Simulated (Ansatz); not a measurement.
Base system: WSe2 (space group P6_3/mmc, No. 194; a = 3.230 Å, c = 12.411 Å; layered, stacked along the Cartesian z axis).

Now apply this change: a negative pressure, −2 GPa.

The values are results of DFT with PBEsol-D3(BJ), PAW potentials and a 420 eV plane-wave cutoff in Ansatz (a program for electronic structure), no spin-orbit coupling, not measurements.

Base, band edges from the VBM (valence, conduction): K -0.25, 1.40; H -0.51, 1.43; M -1.00, 2.18; L -1.23, 2.26; A -0.19, 2.65; Γ 0.00, 2.66 eV.

**Question.** Give the band edges at the high-symmetry points of the new zone, measured from its valence-band maximum.

**Answer.** 
```tsv
point	valence edge (eV)	conduction edge (eV)
Γ	0.00	2.69
M	-1.02	2.22
K	-0.21	1.41
A	-0.21	2.69
L	-1.19	2.24
H	-0.41	1.41
```

The gap is 0.80 eV, indirect, Γ → K–Γ (47 % along).

With W present, leaving out spin-orbit coupling can change the band edges. Load acts through the strain it causes; cell and atoms are relaxed under it. No phonon test of stability was made.
